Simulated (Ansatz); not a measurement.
# Bi2Te3, pressure series

Consider Bi2Te3 in the Bi2Te3 type structure (space group R-3m, No. 166; a = 4.387 Å, c = 30.290 Å (hexagonal axes)).

Cell and atoms are relaxed at each pressure.

Level of theory: Ansatz (an electronic-structure program), PBE-D3(BJ), PAW, cutoff 420 eV, no spin-orbit coupling, earlier PAW set.

Two rows of this table had their results exchanged by mistake.

```csv
pressure,volume per atom (Å³),shortest distance (Å),band gap
pressure −1 GPa,34.73,3.080,0.32 eV
pressure 3 GPa,31.59,3.035,0.24 eV
pressure 7 GPa,29.72,2.997,0.21 eV
pressure 15 GPa,26.96,2.941,zero
pressure 30 GPa,17.04,2.822,zero
pressure 50 GPa,19.78,2.973,zero
pressure 75 GPa,18.19,2.886,zero
pressure 100 GPa,21.69,3.076,zero
```

Task: Which two?

Result: The rows for pressure 30 GPa and pressure 100 GPa: the volume has to fall steadily with pressure, so 21.69 Å³ belongs to pressure 30 GPa and 17.04 Å³ to pressure 100 GPa.

The mesh was chosen for an insulator and is coarse for the gapless case. From pressure 30 GPa on, the axis ratios lie over 15 % from the base's, so the cell there is far from its starting form. Spin-orbit coupling, missing from the scalar runs, can matter with Bi and Te. Load acts through the strain it causes; cell and atoms are relaxed under it. No phonon test of stability was made. Competing high-pressure phases were not computed. All final runs are without spin polarisation. A zero or small gap of Bi2Te3 can be the functional's error rather than a property of the material.
